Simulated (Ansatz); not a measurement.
BiP in the zinc blende structure (space group F-43m, No. 216; a hypothetical phase, not in the database extracts checked)

```
CELL_PARAMETERS angstrom
      0.00000     3.23286     3.23286
      3.23286     0.00000     3.23286
      3.23286     3.23286     0.00000
ATOMIC_POSITIONS crystal
  P  0.75000 0.75000 0.75000
  Bi 0.00000 0.00000 0.00000
```

Method: DFT with r2SCAN, PAW potentials and a 500 eV plane-wave cutoff in Ansatz (a first-principles code), scalar-relativistic without spin-orbit coupling. Settings: 13×13×13 k-points, 0.05 eV Fermi–Dirac smearing.

| Item | Value |
|---|---|
| Volume per atom | 33.79 Å³ |
| Density | 5.90 g/cm³ |
| Band gap | zero |
| Total energy | -6584.695 eV/atom (σ→0; compares only within this code and set-up) |

Whether these cells are dynamically stable was not tested. All final runs are without spin polarisation.
